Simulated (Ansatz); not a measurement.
Defect: O vacancy in monoclinic HfO2, charge state +2. Level of theory: PBE, PAW (plane waves to 420 eV; Ansatz, a first-principles code).

Settings: 96 host sites, the relaxed PBE lattice, the Γ point alone, smearing 0.01 eV, spin-restricted, no image-charge correction. Static, classical nuclei. Spin-orbit coupling is left out. The charge state is imposed; whether it is stable for some Fermi level was not computed. Forms of the defect that were not tried may lie lower.

Barriers: single points on a 2×2×2 k-point mesh shifted by half a step at the bands' geometries.

Relaxed starting cell (atoms counted from 1):

```
Hf32O63
1.0
   10.32305     0.00000     0.00000
    0.00000    10.42402     0.00000
   -1.79660     0.00000    10.55307
Hf O
32 63
Direct
  0.14855   0.24496   0.34393
  0.13809   0.23019   0.85389
  0.13609   0.73008   0.35451
  0.13735   0.72847   0.85551
  0.63567   0.22975   0.35484
  0.63708   0.23035   0.85434
  0.63421   0.72296   0.35183
  0.63907   0.72886   0.85424
  0.36599   0.27045   0.14242
  0.35984   0.27471   0.64679
  0.36119   0.77076   0.14607
  0.36495   0.76933   0.64694
  0.86201   0.26779   0.14836
  0.86302   0.27074   0.64577
  0.86248   0.77196   0.14405
  0.86268   0.77249   0.64516
  0.36499   0.48246   0.39776
  0.36259   0.48024   0.89615
  0.35970   0.97703   0.39395
  0.36456   0.97808   0.89856
  0.86226   0.47802   0.39731
  0.86165   0.47719   0.89625
  0.83954   0.96898   0.39135
  0.86217   0.98012   0.89498
  0.13792   0.02025   0.10387
  0.14296   0.01192   0.61745
  0.13619   0.52367   0.10279
  0.13702   0.52341   0.60435
  0.63722   0.02113   0.10233
  0.63360   0.02378   0.60596
  0.63953   0.52066   0.10332
  0.64063   0.52085   0.60618
  0.03167   0.09155   0.92840
  0.03281   0.58600   0.42323
  0.03133   0.58753   0.92585
  0.52984   0.08716   0.42505
  0.53407   0.08658   0.92488
  0.53480   0.58414   0.42632
  0.53486   0.58586   0.92386
  0.46845   0.41386   0.07390
  0.46735   0.41514   0.57753
  0.46665   0.91405   0.07676
  0.46092   0.91828   0.57604
  0.96931   0.40792   0.07806
  0.96616   0.41631   0.57736
  0.96825   0.91018   0.07034
  0.96555   0.92349   0.56210
  0.46508   0.33662   0.32488
  0.46416   0.33634   0.82325
  0.46407   0.83431   0.32675
  0.46816   0.83566   0.82623
  0.96721   0.32488   0.33509
  0.96704   0.33601   0.82421
  0.96676   0.84751   0.32266
  0.96993   0.84330   0.81863
  0.02966   0.14891   0.19333
  0.03288   0.16132   0.66952
  0.03164   0.66409   0.17588
  0.03449   0.66870   0.67289
  0.53630   0.16588   0.17332
  0.52820   0.16451   0.67351
  0.53119   0.66136   0.17439
  0.53566   0.66538   0.67365
  0.22823   0.37545   0.48853
  0.22512   0.37157   0.98808
  0.22043   0.87268   0.49048
  0.22450   0.87111   0.98970
  0.72454   0.37022   0.48943
  0.72492   0.37109   0.98903
  0.71841   0.86819   0.48681
  0.72536   0.87223   0.98796
  0.27530   0.12829   0.01049
  0.23669   0.12628   0.49896
  0.27461   0.62836   0.01172
  0.27569   0.63059   0.51144
  0.77639   0.12885   0.01287
  0.77510   0.12554   0.50982
  0.77668   0.62833   0.01128
  0.77671   0.62806   0.51102
  0.27964   0.12342   0.25894
  0.27644   0.12034   0.76120
  0.27335   0.62168   0.26178
  0.27460   0.62235   0.76218
  0.77468   0.11700   0.26358
  0.77218   0.12343   0.76099
  0.77504   0.62003   0.26130
  0.77877   0.62314   0.76085
  0.22474   0.37904   0.23729
  0.22318   0.37929   0.73752
  0.22346   0.87915   0.23936
  0.22738   0.87706   0.74321
  0.72821   0.37617   0.23916
  0.72487   0.37928   0.73979
  0.71911   0.87428   0.23749
  0.72529   0.87983   0.73654
```
Cell charge +2.

End state 1 differs by these moves (Å; atoms that move under 0.08 Å are left out):

| atom | element | Δx | Δy | Δz |
|---|---|---|---|---|
| 1 | Hf | -0.20 | -0.10 | -0.04 |
| 10 | Hf | 0.10 | 0.07 | 0.14 |
| 13 | Hf | -0.04 | 0.05 | -0.07 |
| 16 | Hf | -0.07 | -0.04 | 0.02 |
| 19 | Hf | 0.12 | -0.10 | -0.06 |
| 23 | Hf | 0.22 | 0.10 | 0.02 |
| 26 | Hf | -0.18 | 0.00 | -0.07 |
| 33 | O | 0.05 | -0.08 | -0.06 |
| 44 | O | -0.04 | 0.07 | -0.02 |
| 47 | O | -0.08 | -0.10 | 0.16 |
| 49 | O | 0.06 | 0.06 | 0.06 |
| 50 | O | 0.08 | -0.01 | -0.06 |
| 52 | O | -0.03 | 0.12 | -0.14 |
| 54 | O | 0.02 | -0.10 | 0.05 |
| 55 | O | -0.06 | -0.08 | 0.06 |
| 56 | O | 0.05 | 0.15 | -0.27 |
| 57 | O | -0.05 | 0.00 | 0.08 |
| 64 | O | 0.12 | -0.42 | 0.02 |
| 66 | O | 0.09 | 0.06 | -0.01 |
| 70 | O | 0.07 | 0.04 | -0.02 |
| 73 | O | -1.72 | -0.42 | -0.70 |
| 80 | O | -0.07 | -0.04 | 0.13 |
| 81 | O | 0.02 | 0.02 | -0.15 |
| 94 | O | 0.08 | 0.05 | 0.01 |

What forward and backward barriers to end state 1 does PBE, PAW give?

forward 0.70 eV, backward 0.080 eV; at the saddle point atom 73 has neighbours 2 Hf at 1.98 Å. The saddle point's order was not checked.

End state 2 differs by these moves (Å; atoms that move under 0.08 Å are left out):

```tsv
atom	element	Δx	Δy	Δz
1	Hf	-0.10	-0.06	0.25
7	Hf	0.06	0.07	0.05
13	Hf	-0.22	0.15	-0.07
23	Hf	0.24	0.11	0.05
25	Hf	0.13	-0.15	-0.11
26	Hf	-0.02	0.09	-0.14
31	Hf	-0.05	0.07	-0.02
33	O	-0.04	0.11	0.16
45	O	0.06	-0.09	-0.09
46	O	-0.03	0.16	0.16
47	O	0.00	-0.09	0.13
52	O	0.03	0.02	-0.24
54	O	-0.01	-0.14	0.05
55	O	-0.02	-0.01	0.10
56	O	-0.37	-0.62	2.39
57	O	-0.02	-0.02	0.09
73	O	0.39	0.04	0.13
80	O	-0.42	0.01	-0.11
84	O	0.01	0.09	-0.04
92	O	-0.09	0.07	-0.03
94	O	0.06	0.06	0.02
```

What forward and backward barriers to end state 2 does PBE, PAW give?

forward 0.85 eV, backward 0.85 eV; at the saddle point atom 56 has neighbours Hf at 2.06, Hf at 2.25, Hf at 2.61; O at 2.65, 2 O at 2.66 Å. The saddle point's order was not checked.

End state 3 differs by these moves (Å; atoms that move under 0.08 Å are left out):

| atom | element | Δx | Δy | Δz |
|---|---|---|---|---|
| 1 | Hf | -0.13 | -0.18 | 0.12 |
| 16 | Hf | -0.13 | -0.18 | 0.12 |
| 23 | Hf | 0.20 | 0.20 | -0.09 |
| 26 | Hf | 0.20 | 0.20 | -0.09 |
| 36 | O | 0.10 | -0.05 | -0.01 |
| 43 | O | 0.10 | -0.05 | -0.01 |
| 47 | O | 0.94 | 1.60 | -1.31 |
| 50 | O | 0.08 | 0.02 | 0.00 |
| 52 | O | 0.00 | 0.07 | -0.08 |
| 54 | O | -0.01 | -0.09 | 0.09 |
| 55 | O | 0.03 | 0.09 | -0.12 |
| 56 | O | 0.03 | 0.09 | -0.12 |
| 57 | O | -0.01 | -0.09 | 0.09 |
| 59 | O | 0.00 | 0.07 | -0.08 |
| 61 | O | 0.08 | 0.02 | 0.00 |
| 70 | O | 0.44 | 0.06 | 0.15 |
| 73 | O | 0.44 | 0.06 | 0.15 |
| 80 | O | -0.06 | -0.03 | 0.05 |
| 84 | O | -0.01 | 0.07 | -0.07 |
| 91 | O | -0.01 | 0.07 | -0.07 |
| 95 | O | -0.06 | -0.03 | 0.05 |

What is the computed forward and backward barriers to end state 3 (PBE, PAW)?

forward 0.80 eV, backward 0.80 eV; at the saddle point atom 47 has neighbours 2 Hf at 1.91 Å. The saddle point's order was not checked, and it lies on a symmetry element of the cell, where a band can be held.

End state 4 differs by these moves (Å; atoms that move under 0.08 Å are left out):

```csv
atom,element,Δx,Δy,Δz
1,Hf,-0.13,-0.18,0.09
3,Hf,0.24,-0.12,0.04
7,Hf,0.05,0.04,0.05
15,Hf,-0.04,-0.11,-0.12
17,Hf,0.00,-0.10,0.01
23,Hf,0.09,0.27,0.16
26,Hf,-0.03,0.06,-0.17
34,O,-0.01,0.12,0.04
35,O,-0.03,0.06,0.06
44,O,-0.04,0.11,-0.01
46,O,-0.03,0.01,0.11
47,O,0.06,-0.26,-0.06
52,O,0.01,0.12,-0.09
54,O,0.51,2.37,0.97
56,O,0.08,0.18,-0.22
58,O,0.00,0.10,0.13
59,O,-0.04,-0.09,0.07
62,O,0.08,0.07,0.00
66,O,0.05,-0.06,-0.04
73,O,0.34,0.00,0.13
75,O,0.05,-0.07,0.01
82,O,0.08,-0.04,0.02
84,O,-0.03,0.09,-0.02
94,O,0.43,0.02,0.14
```

Estimate the forward and backward barriers to end state 4 that PBE, PAW returns for this input.

forward 1.33 eV, backward 1.33 eV; at the saddle point atom 54 has neighbours Hf at 1.93 Å. The saddle point's order was not checked.
